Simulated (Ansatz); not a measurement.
SnSe2 (model structure, started from the SiS2 type, Ibam, No. 72, 6 atoms in the cell): enthalpy of formation by level of theory

No measured value is used here.

| level (code) | value (eV/atom) |
|---|---|
| PBE (Ansatz) | ___ |
| PBEsol (Ansatz) | -0.221 |
| PBE-D3(BJ) (Ansatz) | -0.216 |

Q: Some entries are withheld; supply them.

A: 
- PBE (Ansatz, a first-principles code), value (eV/atom): -0.306

Density-functional levels without +SOC have no spin–orbit coupling, which shifts binding energies of heavy elements. Each level is taken at its own relaxed cell. Ansatz's density-functional and Hartree–Fock values are scalar-relativistic unless marked +SOC, with PAW data made under PBE.

A model structure was made by putting elements into a prototype or built by hand; it is no filed structure, need not be a known phase, and can be a saddle point held by its symmetry.
